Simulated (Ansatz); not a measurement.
The parent structure is HfB$_{2}$ (space group P6/mmm, No. 191; a = 3.128 Å, c = 3.446 Å; relaxed with 0.1 eV smearing). Axes: x lies along a and z along c of the hexagonal cell.

The values are results of plane-wave PAW DFT at the PBEsol level (Ansatz, a first-principles code, 420 eV), spin-orbit coupling left out, not measurements.

Base values:

The pressure is 0.0 GPa.

Now apply this change: uniaxial strain ε_zz = +2.50 %, all other strain components held at zero, atoms relaxed at fixed cell.

**Question.** What happens to the pressure and energy relative to the base?

**Answer.** The pressure (mean of the normal stresses, compression positive) goes from zero to -5.6 GPa; the energy goes up by 8.5 meV/atom.

Stability against distortions was not tested. All final runs are without spin polarisation.
